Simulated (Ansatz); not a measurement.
Consider SiC in the zinc blende structure (space group F-43m, No. 216; a = 4.3797 Å).

Perturbation: every lattice vector is stretched by 1.46 %; the atoms relax in the strained cell.

Levels (all Ansatz, a program for electronic structure, PAW, earlier PAW set): PBE (420 eV, without spin-orbit coupling); PBE+SOC (420 eV, with spin-orbit coupling).

The geometry is relaxed with PBE.

| Property | Result |
|---|---|
| PBE lowest conduction level above the VBM at special points | X 1.41 eV; U 3.06 eV; K 3.06 eV; L 4.91 eV |
| PBE smallest direct gap | 4.49 eV |
| PBE electron mass | 0.69 mₑ along k, 0.23 mₑ across (at X) |

What does PBE+SOC give at this geometry for the lowest conduction level above the VBM at special points, hole mass, smallest direct gap and electron mass?

The lowest conduction level above the VBM at special points goes from X 1.41 eV; U 3.06 eV; K 3.06 eV; L 4.91 eV to X 1.41 eV; U 3.05 eV; K 3.05 eV; L 4.90 eV; the hole mass (degenerate bands, along [100]) comes out as 0.40, 0.59 mₑ (at Γ); the smallest direct gap hardly moves (4.49 eV against 4.48 eV); the electron mass stays 0.69 mₑ along k, 0.23 mₑ across (at X). The threefold valence maximum splits by Δso ≈ 14 meV.

Single points use the geometry relaxed with PBE. The spin-orbit shifts are approximate. Masses are band curvatures over ±0.01 Å⁻¹ around the edge. Along k means along the line from Γ to the band edge. No phonon test of stability was made.
